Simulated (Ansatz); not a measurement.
## A computed series for TlBr: response to strain

Start from TlBr in the CsCl type structure (space group Pm-3m, No. 221; a = 4.053 Å).

Strains are applied to the cell and any free atomic positions relax.

Calculations: PBE (Ansatz, a first-principles code), without spin-orbit coupling.

Candidates:
(a) isotropic strain −2.00 %
(b) isotropic strain −1.50 %
(c) isotropic strain +2.00 %
(d) isotropic strain +1.50 %

Before the change:

The band gap is 1.99 eV.

**Question.** Order them by band gap, highest first.

**Answer.** (c) isotropic strain +2.00 % (2.13 eV), (d) isotropic strain +1.50 % (2.10 eV), (b) isotropic strain −1.50 % (1.88 eV), (a) isotropic strain −2.00 % (1.84 eV)

Spin-orbit coupling, missing from the scalar runs, can matter with Tl. Stability against distortions was not tested.
